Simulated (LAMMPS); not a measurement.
LAMMPS 22 Jul 2025, classical MD, Vashishta (SiC.vashishta): SiC, 32768 atoms.

```json
{
 "task": "MD, nve",
 "potential": "Vashishta, SiC.vashishta",
 "copies_of_the_repeat_unit": "16×16×16",
 "shape (slab and sphere leave vacuum in the box)": "slab",
 "temperature": "800 K",
 "steps": "300",
 "timestep": "1 fs",
 "neighbor_skin": "2 Å",
 "neigh_modify": "every 1 delay 0 check yes",
 "thermo": "100",
 "newton": "on (default)",
 "atom_modify sort (bins of 2 Å where set)": "1000 (default)",
 "box": "69.8 × 69.8 × 209.3 Å, the slab in its lowest third along z, the rest vacuum",
 "start": "generated zinc blende lattice, warmed in an untimed run",
 "compared_values": "energy and forces of the first step, drift over the run"
}
```

Machine: one whole node, Arm Neoverse V2, 96 cores on 1 socket, no SMT, 1 L3 cache group.

Wall times, medians of two to five repeats, each run alone on the node (launch to exit). Processes are pinned to neighbouring cores unless said otherwise. The build: PyPI wheel: MPICH, OPENMP and OPT packages; another build can shift the numbers. Scratch files lie in a memory file system. A preparatory run goes ahead and isn't timed.

Base settings, kept where nothing else is said: processors = * * * (default), comm = brick (default), balance = none (default), suffix = none (plain styles) (default). The candidates, on 64 cores each, agree within 1.0 meV/atom in energy, 10 meV/Å in forces on 48 atoms, 0.20 meV an atom in drift of the total energy:
A. 64 ranks, comm = tiled, balance = balance 1.05 rcb
B. 64 ranks, processors = 1 1 64
C. 64 ranks, processors = 64 1 1
D. 8 ranks × 8 threads, suffix = omp
E. 64 ranks
F. 64 ranks, processors = * * 1
G. 64 ranks, processors = 4 4 4

### Question
Which would you take for the shortest time to solution?

### Answer
F and A, at 1.1 s, level within 8 % or the scatter of repeats. At the other end B takes 2.7× as long.

```csv
candidate,wall time,repeats,neighbour list builds
F,1.1 s,3 runs within 1 %,5
A,1.1 s,3 runs within 1 %,5
C,1.2 s,3 runs within 1 %,5
D,2.7 s,3 runs within 1 %,5
E,2.7 s,3 runs within 1 %,5
G,2.7 s,3 runs within 1 %,5
B,2.9 s,3 runs within 3 %,5
```

From the slowest to the fastest: The largest move is in other (Other): 1.6 s to 0.0060 s. The slowest rank's pair time is 3.15 times the mean in the first run and 1.02 times in the second; the others wait. As resolved by the program: grid of ranks 1 by 1 by 64 against 8 by 8 by 1.
